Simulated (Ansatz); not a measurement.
## A computed series for HfC: response to strain

Consider HfC in the rock salt structure (space group Fm-3m, No. 225; relaxed with 0.1 eV smearing).

```xyz
2
Lattice="0.0000 2.3203 2.3203 2.3203 0.0000 2.3203 2.3203 2.3203 0.0000" Properties=species:S:1:pos:R:3 pbc="T T T"
C      0.0000     0.0000     0.0000
Hf     2.3203     2.3203     2.3203
```

Cartesian axes are those of the cell as printed.

Strains are applied to the cell and any free atomic positions relax; under biaxial strain the out-of-plane vector relaxes too; under stress the whole cell relaxes.

Level of theory: DFT with r2SCAN, PAW potentials and a 500 eV plane-wave cutoff in Ansatz (a program for electronic structure), scalar-relativistic without spin-orbit coupling.

Candidates:
(a) tensor shear ε_yz = −1.37 %
(b) uniaxial stress, 2 GPa tension along z
(c) biaxial strain −1.62 %, plane normal [111], relaxed out of plane

Notes on the quantities. energy relative to the base: free energy F.

**Question.** Order them by energy relative to the base, lowest first.

**Answer.** (b) uniaxial stress, 2 GPa tension along z (+0.3 meV/atom), (a) tensor shear ε_yz = −1.37 % (+5.5 meV/atom), (c) biaxial strain −1.62 %, plane normal [111], relaxed out of plane (+12 meV/atom)

Beyond what the load breaks, stability against distortions was not tested. The final runs are not spin-polarised.
